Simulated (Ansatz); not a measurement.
A self-consistent single point of CdPdF6 (P1, 8 atoms in the cell) with Ansatz (a program for electronic structure).

Computed with LDA (PW92), PAW files made with PBE (plane waves; Ansatz).

The change in words: lattice scaled by 0.98. Reference geometry:
```
CdPdF6
1.0
    2.52840     1.45977     4.83510
   -2.52840     1.45977     4.83510
    0.00000    -2.91954     4.83510
Cd Pd F
1 1 6
Direct
  0.50971   0.48185   0.50337
  0.00975   0.00061   0.99132
  0.40041   0.04982   0.78024
  0.59804   0.94909   0.21389
  0.76870   0.40656   0.05933
  0.21785   0.60766   0.95068
  0.05204   0.77936   0.39999
  0.94351   0.22506   0.60118
```

Reference input (self-consistent single point, DFT, LDA (PW92), plane waves, PAW files made with PBE): kpoints.mp_grid.grid = 3 3 3; hamiltonian.xc = lda; hamiltonian.pseudopotentials = {kind: paw} (the program's default PAW files); scf.occupations.method = fixed. This run's input differs from it in these lines:

```diff
@@ -3,5 +3,5 @@
   lattice:
-    - [2.52840000, 1.45977200, 4.83509700]
-    - [-2.52840000, 1.45977200, 4.83509700]
-    - [0.00000000, -2.91954500, 4.83509700]
+    - [2.47783200, 1.43057700, 4.73839500]
+    - [-2.47783200, 1.43057700, 4.73839500]
+    - [0.00000000, -2.86115400, 4.73839500]
   atoms:
```

Log, with long lists cut:

```
SCF iter   1: F=—  HF=-19731.475416 eV  |F-HF|=—  |Δ(HF+E_count)|=         —  Δρ=1.70e-1  dr2=2.85e1  ethr=3.10e-3  ⟨swp⟩=5.0  Hψ=2253  notcnv=0  defer=79
all-band conjugate gradients solve this SCF's bands
preconditioner: auto → Resta (q_TF=auto, 2.625 Å⁻¹)
SCF iter   2: F=—  HF=-19722.435832 eV  |F-HF|=—  |Δ(HF+E_count)|=    9.04e0  Δρ=5.80e-2  dr2=3.42e0  ethr=3.10e-3  ⟨swp⟩=3.0  Hψ=1456  notcnv=0  defer=83
   [... lines left out ...]
SCF iter   9: F=—  HF=-19721.105757 eV  |F-HF|=—  |Δ(HF+E_count)|=   2.18e-5  Δρ=5.36e-5  dr2=4.16e-6  ethr=6.64e-8  ⟨swp⟩=2.9  Hψ=1158  notcnv=0  defer=39
SCF iter  10: F=—  HF=-19721.105758 eV  |F-HF|=—  |Δ(HF+E_count)|=   8.08e-7  Δρ=3.63e-5  dr2=8.67e-7  ethr=5.20e-9  ⟨swp⟩=2.0  Hψ=975  notcnv=0  defer=39
SCF iter  11: F=—  HF=-19721.105758 eV  |F-HF|=—  |Δ(HF+E_count)|=   1.16e-7  Δρ=1.75e-5  dr2=2.09e-7  ethr=1.08e-9  ⟨swp⟩=2.0  Hψ=1043  notcnv=0  defer=39
SCF iter  12: F=-19721.105758 eV  HF=-19721.105758 eV  |F-HF|=3.73e-9  |Δ(HF+E_count)|=   1.62e-8  Δρ=4.64e-6  dr2=1.92e-8  ethr=1.25e-10  ⟨swp⟩=12.2  Hψ=3336  notcnv=0
SCF 1 converged in 12 iterations: F = -19721.105758 eV  dr2 = 1.92e-8
Free energy (F): -19721.105758 eV
Internal energy: -19721.105758 eV  (E = F + TS)
E sigma→0 (E₀):  -19721.105758 eV
Fermi energy:    4.755616 eV
--- Forces (eV/Å), atoms counted from 1 ---
  atom   1  Cd    -0.69859725     0.10658898     0.31621474
  atom   2  Pd    -2.36552654    -2.22973524     0.09340975
  atom   3  F      0.49247552     0.61117746     0.54232031
  atom   4  F      0.48053593     0.29724061     0.27058472
  atom   5  F      0.70367414     0.32934265    -0.39365542
  atom   6  F      1.05695437     0.25866485    -0.83989961
  atom   7  F      0.19328891     0.23290995     0.10973498
  atom   8  F      0.13720025     0.39380750    -0.09871684
--- Stress (GPa, compression-positive) ---
        0.224463       0.066881      -0.312775
        0.066881       0.108259       0.137844
       -0.312775       0.137845       0.807054
  P = ⅓ Tr σ = 0.3799 GPa (3.799 kbar)
  The stress holds the Pulay correction. Without it, at fixed plane waves, as pw.x and ABINIT print it: P = -0.2842 GPa
```

The run converged in 12 iterations. Against the reference run the free energy drops by 16.4 meV/atom, the pressure goes from -6.65 to 0.38 GPa, the largest force goes from 2.745 to 3.252 eV/Å and the gap on the mesh goes from 1.872 to 2.088 eV.

The starting cell comes from a database of computed structures (which also holds hypothetical and non-ambient phases and stackings), without a prior relaxation at this level. Its atoms were displaced at random from the sites of space group no. 148. For this run, on top of that: lattice scaled by 0.98. Forces in this geometry exceed 1 eV/Å. Ansatz's pressure includes its estimate of the finite-basis (Pulay) stress. Without the estimate this run gives -0.28 GPa.

Keys are those of Ansatz 0.2.
